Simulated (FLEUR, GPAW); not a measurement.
A FLEUR input for a self-consistent single point of CaS (Fm-3m, 2 atoms in the cell) (DFT, LDA (Perdew-Zunger), all-electron FLAPW (FLEUR), scalar-relativistic valence):

Input of the input generator:

```
scf CaS
&input film=f /
-0.0000000000 5.4759123037 5.4759123037
5.4759123037 -0.0000000000 5.4759123037
5.4759123037 5.4759123037 0.0000000000
1.0
1.0 1.0 1.0

2
20 0.0000000000 0.0000000000 0.0000000000
16 0.5000000000 0.5000000000 0.5000000000

&comp jspins=1 /
&exco xctyp='pz' /
&kpt div1=7 div2=7 div3=7 /
&end /
```

```xml
<?xml version="1.0" encoding="UTF-8" standalone="no"?>
<fleurInput fleurInputVersion="0.39">
   <comment>
      scf CaS                                                                                             
   </comment>
   <calculationSetup>
      <cutoffs Kmax="4.0" Gmax="12.0" GmaxXC="12.0" numbands="0"/>
      <scfLoop itmax="80" minDistance="0.00001" maxIterBroyd="25" imix="Anderson" alpha="0.05" precondParam="0.0" spinf="2.0"/>
      <coreElectrons ctail="T" frcor="F" kcrel="0" coretail_lmax="0"/>
      <xcFunctional name="pz" relativisticCorrections="F"/>
      <magnetism jspins="1"/>
      <soc l_soc="F" theta="0.0" phi="0.0" spav="F"/>
      <expertModes spex="0" secvar="F"/>
      <geometryOptimization l_f="T" forcealpha="1.0" forcemix="BFGS" epsdisp="0.00001" epsforce="0.00001"/>
      <ldaU l_linMix="F" mixParam="0.05" spinf="1.0"/>
   </calculationSetup>
   <cell>
      <bzIntegration valenceElectrons="16.0" mode="hist" fermiSmearingEnergy="0.0001">
         <kPointListSelection listName="default-1"/>
         <!-- k-points included here -->
         <xi:include xmlns:xi="http://www.w3.org/2001/XInclude" href="kpts.xml"> </xi:include>
      </bzIntegration>
      <!-- symmetry operations included here -->
      <xi:include xmlns:xi="http://www.w3.org/2001/XInclude" href="sym.xml"> </xi:include>
      <bulkLattice scale="1.0">
         <bravaisMatrix>
            <row-1>    0.0000000000000000     5.4759123037000004     5.4759123037000004</row-1>
            <row-2>    5.4759123037000004     0.0000000000000000     5.4759123037000004</row-2>
            <row-3>    5.4759123037000004     5.4759123037000004     0.0000000000000000</row-3>
         </bravaisMatrix>
      </bulkLattice>
   </cell>
   <atomSpecies>
      <species name="Calcium (Ca)" element="Ca" atomicNumber="20">
         <mtSphere radius="2.68" gridPoints="925" logIncrement="0.013"/>
         <atomicCutoffs lmax="10" lnonsphr="8"/>
         <electronConfig flipSpins="F">
            <coreConfig>(1s1/2) (2s1/2) (2p1/2) (2p3/2)</coreConfig>
            <valenceConfig>(3s1/2) (3p1/2) (3p3/2) (4s1/2)</valenceConfig>
         </electronConfig>
         <energyParameters s="4" p="4" d="3" f="4"/>
         <lo type="SCLO" l="0" n="3" eDeriv="0"/>
         <lo type="SCLO" l="1" n="3" eDeriv="0"/>
      </species>
      <species name="Sulfur (S)" element="S" atomicNumber="16">
         <mtSphere radius="2.02" gridPoints="697" logIncrement="0.017"/>
         <atomicCutoffs lmax="8" lnonsphr="6"/>
         <electronConfig flipSpins="F">
            <coreConfig>(1s1/2) (2s1/2) (2p1/2) (2p3/2)</coreConfig>
            <valenceConfig>(3s1/2) (3p1/2) (3p3/2)</valenceConfig>
            <stateOccupation state="(3p1/2)" spinUp="0.6666666666667" spinDown="0.6666666666667"/>
            <stateOccupation state="(3p3/2)" spinUp="1.3333333333333" spinDown="1.3333333333333"/>
         </electronConfig>
         <energyParameters s="3" p="3" d="3" f="4"/>
      </species>
   </atomSpecies>
   <atomGroups>
      <atomGroup species="Calcium (Ca)">
         <relPos label="                   1">.0000000000 .0000000000 .0000000000</relPos>
         <force calculate="T" relaxXYZ="TTT"/>
      </atomGroup>
      <atomGroup species="Sulfur (S)">
         <relPos label="                   2">1.000/2.000 1.000/2.000 1.000/2.000</relPos>
         <force calculate="T" relaxXYZ="TTT"/>
      </atomGroup>
   </atomGroups>
   <output dos="F" band="F" slice="F">
      <checks vchk="F" cdinf="F"/>
      <bandDOS minEnergy="-.5*Htr" maxEnergy="0.5*Htr" sigma="0.015" storeEVData="T"/>
      <vacuumDOS vacdos="F" integ="F" star="F" nstars="0" locx1="0.0" locy1="0.0" locx2="0.0" locy2="0.0" nstm="0" tworkf="0.0"/>
      <unfoldingBand unfoldBand="F" supercellX="1" supercellY="1" supercellZ="1"/>
      <plotting iplot="0" polar="F">
         <plot TwoD="T" vec1="  1.0  0.0  0.0" vec2="  0.0  1.0  0.0" vec3="  0.0  0.0  1.0" zero="  0.0  0.0  0.0" file="plot"/>
      </plotting>
      <chargeDensitySlicing numkpt="0" minEigenval="0.0" maxEigenval="0.0" nnne="0" pallst="F"/>
      <specialOutput eonly="F"/>
      <magneticCircularDichroism mcd="F" energyLo="-10.0" energyUp="0.0"/>
   </output>
  <!-- We include the file relax.xml here to enable relaxations (see documentation) -->
  <xi:include xmlns:xi="http://www.w3.org/2001/XInclude" href="relax.xml"> <xi:fallback/> </xi:include>
</fleurInput>
```

**Question.** Write the same calculation as an input for GPAW.

**Answer.** This is the input that was run; spellings and numerical settings could be chosen otherwise.

```python
from ase import Atoms
from ase.units import GPa
from gpaw import GPAW

atoms = Atoms(['Ca', 'S'],
              cell=[[0.000000, 2.897728, 2.897728],
                    [2.897728, 0.000000, 2.897728],
                    [2.897728, 2.897728, 0.000000]],
              scaled_positions=[[0.000000, 0.000000, 0.000000],
                                [0.500000, 0.500000, 0.500000]],
              pbc=True)

calc = GPAW(mode={'name': 'pw', 'ecut': 600},
            xc='LDA',
            kpts=(7, 7, 7),
            occupations={'name': 'fixed-uniform'},
            nbands=-8,
            convergence={'forces': 0.001, 'bands': -6},
            symmetry={'symmorphic': False, 'tolerance': 0.0005},
            maxiter=120,
            txt='-')

atoms.calc = calc

energy = atoms.get_potential_energy()
print('Energy (eV):', round(energy, 6))
forces = atoms.get_forces()
print('Forces (eV/Ang):')
print(forces.round(5))
stress = atoms.get_stress()
print('Stress (GPa, Voigt):', (stress / GPa).round(4))
```

Basis settings and potentials, where a program has them, do not carry over. This input uses DFT LDA (Perdew-Wang 92), plane waves, GPAW PAW datasets LDA (gpaw-data 1.0.1). LDA parametrisations can differ slightly between programs. Both were run: gap on the mesh 2.328 eV in FLEUR and 2.345 in GPAW.

On FLEUR: the starting cell comes from a database of computed structures (which also holds hypothetical and non-ambient phases and stackings), without a prior relaxation at this level. Its lattice was rescaled by a random factor within 2.5 % of one. Values depend on the basis (sphere radii, cutoffs, local orbitals), which need not be converged.

On GPAW: the starting cell comes from a database of computed structures (which also holds hypothetical and non-ambient phases and stackings), without a prior relaxation at this level. Its lattice was rescaled by a random factor within 2.5 % of one. With a pressure of about -6 GPa the cell is away from its equilibrium volume at this level.
